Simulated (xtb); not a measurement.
xtb 6.7.1, GFN2-xTB: B(Me)3 cation (CB(C)C), charge +1, multiplicity 2, 13 atoms. The geometry is a generated start, not checked to be a minimum at this level.

```yaml
method: GFN2-xTB
"--acc": 1 (default)
"--etemp (K)": 300 (default)
detailed input (--input): "none: ANC optimiser, Lindh (1995) Hessian, microcycle=20, maxdispl=1.0, hlow=0.01 (default)"
basis_functions: 25
valence_electrons: 23
```

```xyz
13

B      0.0000     0.0049     0.0063
C      1.5178    -0.1484    -0.3964
H      1.8994    -1.1491    -0.2011
H      2.1160     0.5239     0.2204
H      1.7315     0.0992    -1.4336
C     -0.5356    -0.6552     1.3361
H     -1.1581    -1.5135     1.0803
H     -1.1782     0.0182     1.9004
H      0.2455    -1.0144     2.0017
C     -0.9827     0.8084    -0.9311
H     -1.9741     0.9658    -0.5126
H     -1.1086     0.2778    -1.8753
H     -0.5730     1.7825    -1.1950
```

Charge 1 and multiplicity 2 are set for this test and not shown to be the ground state. GFN-xTB has no spin term: --uhf 1 sets the occupations alone.

The structure is relaxed from this start with --opt LEVEL for the levels crude, sloppy, loose, lax, normal, tight, vtight, extreme, once each. Up to the end of the extreme run atoms move by at most 0.61 Å along an axis.

Question: Choose the cheapest level whose final energy lies within 1 meV of that of extreme.

Answer: normal: 34 cycles against 68, ending 0.46 meV above.

```json
[
 {"level": "crude", "cycles": "7", "energy above the extreme run (meV)": "32", "gradient norm (eV/Å)": "0.15"},
 {"level": "sloppy", "cycles": "8", "energy above the extreme run (meV)": "31", "gradient norm (eV/Å)": "0.066"},
 {"level": "loose", "cycles": "8", "energy above the extreme run (meV)": "31", "gradient norm (eV/Å)": "0.066"},
 {"level": "lax", "cycles": "9", "energy above the extreme run (meV)": "31", "gradient norm (eV/Å)": "0.046"},
 {"level": "normal", "cycles": "34", "energy above the extreme run (meV)": "0.46", "gradient norm (eV/Å)": "0.047"},
 {"level": "tight", "cycles": "35", "energy above the extreme run (meV)": "0.45", "gradient norm (eV/Å)": "0.029"},
 {"level": "vtight", "cycles": "53", "energy above the extreme run (meV)": "0.057", "gradient norm (eV/Å)": "0.0028"},
 {"level": "extreme", "cycles": "68", "energy above the extreme run (meV)": "—", "gradient norm (eV/Å)": "0.0015"}
]
```
